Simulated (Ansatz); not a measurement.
## A computed series for Mo: response to strain

The parent structure is Mo in the bcc (W type) structure (space group Im-3m, No. 229; relaxed with 0.1 eV smearing).

```
Mo
1.0
   -1.57562     1.57562     1.57562
    1.57562    -1.57562     1.57562
    1.57562     1.57562    -1.57562
Mo
1
Direct
  0.00000   0.00000   0.00000
```

Cartesian axes are those of the cell as printed.

Strains are applied to the cell and any free atomic positions relax.

Method: Kohn–Sham DFT with the r2SCAN functional, run in Ansatz (a first-principles code) with PAW and 500 eV plane waves, scalar-relativistic without spin-orbit coupling, earlier PAW set.

Candidates:
(a) uniaxial strain ε_zz = +5.83 %
(b) uniaxial strain ε_xx = +1.06 %
(c) uniaxial strain ε_yy = −2.73 %
(d) isotropic strain +0.18 %
(e) isotropic strain −5.29 %

Notes on the quantities. energy relative to the base: free energy F.

**Question.** Order them by energy relative to the base, lowest first.

**Answer.** (d) isotropic strain +0.18 % (+0.4 meV/atom), (b) uniaxial strain ε_xx = +1.06 % (+2.6 meV/atom), (c) uniaxial strain ε_yy = −2.73 % (+19 meV/atom), (a) uniaxial strain ε_zz = +5.83 % (+72 meV/atom), (e) isotropic strain −5.29 % (+0.396 eV/atom)

Whether these cells are dynamically stable was not tested. The final runs are not spin-polarised.
